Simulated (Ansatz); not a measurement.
The starting structures come from a database of crystals and need not be the phases stable at ambient conditions.

 Where the default PAW files enter, the runs use the earlier of Ansatz's two default sets.

Tunnelling through a barrier is set by its complex band structure: the current falls as exp(−2κd) with the smallest κ.

Data:

```yaml
crystal:
  lattice:
    - [2.71537, 0.00000, 0.00000]
    - [0.00000, 7.47344, 0.00000]
    - [0.00000, -3.23665, 3.70311]
  atoms:
    - { symbol: Fe, position: [0.50000, 0.50000, 0.00000] }
    - { symbol: Fe, position: [0.00000, 0.00000, 0.00000] }
    - { symbol: P, position: [0.50000, 0.86940, 0.19840] }
    - { symbol: P, position: [0.50000, 0.13060, 0.80160] }
    - { symbol: P, position: [0.00000, 0.63060, 0.45960] }
    - { symbol: P, position: [0.00000, 0.36940, 0.54040] }
```

Space group of this cell: Pnnm. The cell is taken as given; by r2SCAN its mean pressure is 1.0 GPa.

Transport runs along the normal of the first two printed cell vectors.

The gap is the functional's own. No spin-orbit coupling. Mid-gap values are interpolated on the energy grid.

Question: Give the band gap and the smallest decay constant κ at mid-gap that r2SCAN run with Ansatz (a program for electronic structure) yields.

Answer: Gap 0.69 eV on a 12×8×8 mesh; κ = 0.163 1/Å, at (0.500, 0.500) of the in-plane reciprocal vectors. At the zone centre, at the nearest computed energy, the slowest state has κ = 0.27 1/Å.
